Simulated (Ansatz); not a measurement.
Consider SnSe2 in the CdI2 type structure (space group P-3m1, No. 164; layered, stacked along the Cartesian z axis).

Space group P-3m1 (No. 164); a = 3.840 Å, b = 3.840 Å, c = 6.006 Å, α = 90.00°, β = 90.00°, γ = 120.00°

```
atom  site  symmetry       x       y       z
----  ----  --------  ------  ------  ------
Sn      1a      -3m.  0.0000  0.0000  0.0000
Se      2d       3m.  0.3333  0.6667  0.2653
```

Level of theory: PBE-D3(BJ)/PAW in Ansatz (a quantum-chemistry and plane-wave program), no spin-orbit coupling.

For the base:

The In-plane lattice parameter a comes out as 3.840 Å and the shortest interatomic distance is 2.730 Å.

Modification: a free-standing slab of 4 layers (12 atoms, 3 a layer) is cut normal to the stacking axis, with 15 Å of vacuum and the in-plane cell relaxed.

Question: Predict the new excess energy per area of both faces, in-plane lattice parameter a, thickness between the outermost nuclei and shortest interatomic distance.

Answer: The excess energy per area of both faces (slab less bulk energy over the cell's area: twice a surface energy) amounts to 0.37 J/m²; the in-plane lattice parameter a decreases by 0.003 Å (3.840 Å → 3.837 Å); the thickness between the outermost nuclei is 21.21 Å; the shortest interatomic distance is still 2.730 Å.

Slab and bulk use different k-meshes, which limits the precision of the excess energy. Whether these cells are dynamically stable was not tested.
